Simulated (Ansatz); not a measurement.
Base system: ZrO2 in the fluorite structure (space group Fm-3m, No. 225; a = 5.064 Å).

Levels (all Ansatz, a first-principles code, PAW): PBEsol (420 eV, spin-orbit coupling left out); PBEsol+SOC (420 eV, noncollinear with spin-orbit coupling).

The geometry is relaxed with PBEsol.

| Quantity | Result |
|---|---|
| PBEsol lowest conduction level above the VBM at special points | Γ 3.33 eV; X 3.76 eV; L 4.00 eV; U 4.01 eV |
| PBEsol gap character | indirect, X → Γ |
| PBEsol electron mass | 0.46, 2.0 mₑ (at Γ) |

**Question.** What does PBEsol+SOC give at this geometry for the lowest conduction level above the VBM at special points, gap character and electron mass?

**Answer.** The lowest conduction level above the VBM at special points goes from Γ 3.33 eV; X 3.76 eV; L 4.00 eV; U 4.01 eV to Γ 3.33 eV; X 3.76 eV; L 3.97 eV; U 4.02 eV; the gap character remains indirect, X → Γ; the electron mass (degenerate bands, along [100]) remains 0.46, 2.0 mₑ (at Γ).

Single points use the geometry relaxed with PBEsol. The spin-orbit shifts are approximate. Masses are band curvatures over ±0.01 Å⁻¹ around the edge. Whether these cells are dynamically stable was not tested. This is not the structure that ZrO2 has at room temperature and ambient pressure.
